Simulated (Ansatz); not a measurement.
Worked example: self-consistent single point of Nb (Im-3m, 1 atom in the cell) in Ansatz (a quantum-chemistry and plane-wave program).

Method of the run: PBE (plane waves, PAW; Ansatz).

The change in words: lattice scaled by 0.98; basis.ecutrho_ratio: default → 2. Reference geometry:
```yaml
crystal:
  lattice:
    - [-1.65825, 1.65825, 1.65825]
    - [1.65825, -1.65825, 1.65825]
    - [1.65825, 1.65825, -1.65825]
  atoms:
    - { symbol: Nb, position: [0.00000, 0.00000, 0.00000] }
```

Reference input (self-consistent single point, DFT, PBE, plane waves, default PAW files): basis.ecutwfc = 420 eV; kpoints.mp_grid.grid = 14 14 14; hamiltonian.xc = pbe; hamiltonian.pseudopotentials = {kind: paw} (the program's default PAW files); scf.occupations.method = fermi_dirac; scf.occupations.width = 0.1 eV. This run's input differs from it in these lines:

Ansatz 0.2 input:
```diff
@@ -3,5 +3,5 @@
   lattice:
-    - [-1.658250, 1.658250, 1.658250]
-    - [1.658250, -1.658250, 1.658250]
-    - [1.658250, 1.658250, -1.658250]
+    - [-1.625085, 1.625085, 1.625085]
+    - [1.625085, -1.625085, 1.625085]
+    - [1.625085, 1.625085, -1.625085]
   atoms:
@@ -10,2 +10,3 @@
   ecutwfc: 420.0
+  ecutrho_ratio: 2
 kpoints:
```

Output (repeated stretches shortened):

```
SCF iter   1: F=—  HF=-4552.274249 eV  |F-HF|=—  |Δ(HF+E_count)|=         —  Δρ=4.35e-3  dr2=2.11e-3  ethr=1.77e-3  ⟨swp⟩=5.0  Hψ=6664  notcnv=0
all-band conjugate gradients solve this SCF's bands
preconditioner: auto → none
SCF iter   2: F=—  HF=-4552.273889 eV  |F-HF|=—  |Δ(HF+E_count)|=   3.60e-4  Δρ=1.80e-3  dr2=2.49e-4  ethr=1.62e-5  ⟨swp⟩=2.1  Hψ=2361  notcnv=0
SCF iter   3: F=—  HF=-4552.273889 eV  |F-HF|=—  |Δ(HF+E_count)|=   1.61e-7  Δρ=4.71e-4  dr2=1.88e-5  ethr=1.91e-6  ⟨swp⟩=1.0  Hψ=1138  notcnv=0
SCF iter   4: F=—  HF=-4552.273887 eV  |F-HF|=—  |Δ(HF+E_count)|=   2.09e-6  Δρ=3.30e-5  dr2=5.08e-8  ethr=1.45e-7  ⟨swp⟩=1.0  Hψ=1142  notcnv=0
iter 5 did not close the SCF: its close was put off for the readings that it lacked (scf_convergence_deferred on its scf_iter line)
SCF iter   5: F=-4552.273887 eV  HF=-4552.273887 eV  |F-HF|=1.48e-10  |Δ(HF+E_count)|=   2.56e-8  Δρ=3.27e-6  dr2=5.62e-10  ethr=3.91e-10  ⟨swp⟩=2.2  Hψ=1829  notcnv=0
SCF iter   6: F=-4552.273887 eV  HF=-4552.273887 eV  |F-HF|=1.46e-11  |Δ(HF+E_count)|=  1.09e-10  Δρ=6.22e-7  dr2=1.28e-11  ethr=4.32e-12  ⟨swp⟩=1.2  Hψ=3293  notcnv=0
SCF 1 converged in 6 iterations: F = -4552.273887 eV  dr2 = 1.28e-11
Free energy (F): -4552.273887 eV
Internal energy: -4552.225214 eV  (E = F + TS)
E sigma→0 (E₀):  -4552.249550 eV
Entropy (-TS):   -0.048673 eV (-48.673 meV/atom)
Fermi energy:    18.825608 eV
--- Forces (eV/Å), atoms counted from 1 ---
  atom   1  Nb     0.00000000     0.00000000    -0.00000000
--- Stress (GPa, compression-positive) ---
       10.649910       0.000000      -0.000000
        0.000000      10.649910       0.000000
       -0.000000       0.000000      10.649910
  P = ⅓ Tr σ = 10.6499 GPa (106.499 kbar)
  The stress holds the Pulay correction, which leaves out the density cutoff's part. Without it, at fixed plane waves, as pw.x and ABINIT print it …
settings of this run that can trade accuracy for cost: basis.ecutrho_ratio < 4. Do not mix this run's numbers with those of runs without the same settings …
```

The run converged in 6 iterations. Against the reference run the free energy rises by 32.1 meV/atom and the pressure goes from -0.53 to 10.65 GPa. The full log also holds: “WARN basis.ecutrho_ratio = 2 (ecutrho = 840 eV) is below the records' recommended cutoff”.

The starting cell has typed, rounded lattice constants, without a prior relaxation at this level. Its lattice was rescaled by up to half a per cent. For this run, on top of that: lattice scaled by 0.98. Spin polarisation is off. Ansatz's pressure includes its estimate of the finite-basis (Pulay) stress. The cutoff lies below the one recommended for these files.
